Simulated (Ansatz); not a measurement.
The starting structures come from a database of crystals and need not be the phases stable at ambient conditions.

 Where the default PAW files enter, the runs use the earlier of Ansatz's two default sets.

By LDA, the system below comes out a metal.

The ballistic (Sharvin) conductance counts the channels at the Fermi level: G/A = (e²/h) × channels of both spins per area.

Input:

```
InSb
1.0
    3.13942     0.00000     0.00000
    0.00000     6.14685     0.00000
    0.00000     0.00000     3.04146
In Sb
1 1
Direct
  0.00248   0.00000   0.00000
  0.74752   0.50000   0.00000
```

Space group of this cell: Pmm2. The cell is taken as given; by LDA its mean pressure is -3.8 GPa.

The current flows along the normal of the first two printed cell vectors. No spin-orbit coupling; the value is a mean over 0.1 eV about the Fermi level.

Q: Give the ballistic conductance per area that LDA (Ansatz, a quantum-chemistry and plane-wave program) yields.

A: 0.90 × 10¹⁵ S/m² for both spins.
